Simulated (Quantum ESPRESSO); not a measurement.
Sensitivity of a calculation on SrInPt (Pnma, 12 atoms in the cell) to its settings

```
CELL_PARAMETERS angstrom
      7.61532     0.00000     0.00000
      0.00000     4.56609     0.00000
      0.00000     0.00000     8.48718
ATOMIC_POSITIONS crystal
  Sr 0.97014 0.75000 0.32155
  Sr 0.02986 0.25000 0.67845
  Sr 0.52986 0.25000 0.82155
  Sr 0.47014 0.75000 0.17845
  In 0.35360 0.75000 0.56567
  In 0.64640 0.25000 0.43433
  In 0.14640 0.25000 0.06567
  In 0.85360 0.75000 0.93433
  Pt 0.77865 0.25000 0.12111
  Pt 0.22135 0.75000 0.87889
  Pt 0.72135 0.75000 0.62111
  Pt 0.27865 0.25000 0.37889
```

Base run A: Quantum ESPRESSO with PBEsol, GBRV 1.5 ultrasoft (PBESOL) pseudopotentials, self-consistent single point.

Its settings: ecutwfc = 40 Ry; ecutrho = 320 Ry; occupations = smearing; smearing = fd; degauss = 0.0036749 Ry; K_POINTS = automatic 3 5 2 0 0 0; conv_thr = 1e-11 Ry; mixing_beta = 0.5.

The starting cell comes from a database of computed structures (which also holds hypothetical and non-ambient phases and stackings), without a prior relaxation at this level. Spin polarisation is off. Without a gap this mesh is coarse (it stands for a supercell whose shortest vector is 17 Å).

ΔF is the free energy per atom less that of run A. A dash stands where there is no value to compare (another energy zero or no entropy term, no result, no spin, no clean gap, or a mesh too coarse for one). Absolute energies have different zeros for different potentials, functionals, Hubbard and dispersion terms and are not compared across them.

Runs:
- B: K_POINTS: automatic 3 5 2 0 0 0 → automatic 3 5 3 0 0 0
- C: lattice scaled by 1.03; ecutwfc: 40 Ry → 24 Ry; ecutrho: 320 Ry → 192 Ry
- D: vdw_corr: default → grimme-d3; dftd3_version: default → 3; dftd3_threebody: default → false [PBEsol-D3(0)]
- E: pseudopotentials: {Sr: sr_pbesol_v1.uspp.F.UPF, In: in_pbesol_v1.4.uspp.F.UPF, Pt: pt_pbesol_v1.4.uspp.F.UPF} → {Sr: sr_pbe_v1.uspp.F.UPF, In: in_pbe_v1.4.uspp.F.UPF, Pt: pt_pbe_v1.4.uspp.F.UPF}; input_dft: default → vdw-df-cx [vdW-DF-cx]
- F: ecutrho: 320 Ry → 160 Ry
- G: degauss: 0.0036749 Ry → 0.002205 Ry; K_POINTS: automatic 3 5 2 0 0 0 → automatic 3 4 3 0 0 0
- H: ecutwfc: 40 Ry → 28 Ry; ecutrho: 320 Ry → 224 Ry
- I: use_all_frac: default → true

```
run  ΔF (meV/atom)  pressure (GPa)  largest force (eV/Å)
---  -------------  --------------  --------------------
A             0.00           -2.95                 0.071
B              2.2           -3.01                 0.098
C           1267.9          -56.24                 0.237
D                –           -5.08                 0.109
E                –           -2.62                 0.082
F            -0.12           -2.95                 0.071
G              5.1           -2.94                 0.070
H            170.0          -13.86                 0.079
I             0.00           -2.95                 0.071
```

Run E against A: The pressure goes from -2.95 to -2.62 GPa and the largest force goes from 0.071 to 0.082 eV/Å.

Run B against A: The free energy rises by 2.2 meV/atom, the pressure stays near -3.01 GPa while the zz stress (positive for compression) goes from -2.73 to -3.04 GPa and the largest force goes from 0.071 to 0.098 eV/Å.

Run C against A: The free energy rises by 1.27 eV/atom, the pressure goes from -2.95 to -56.24 GPa and the largest force goes from 0.071 to 0.237 eV/Å.
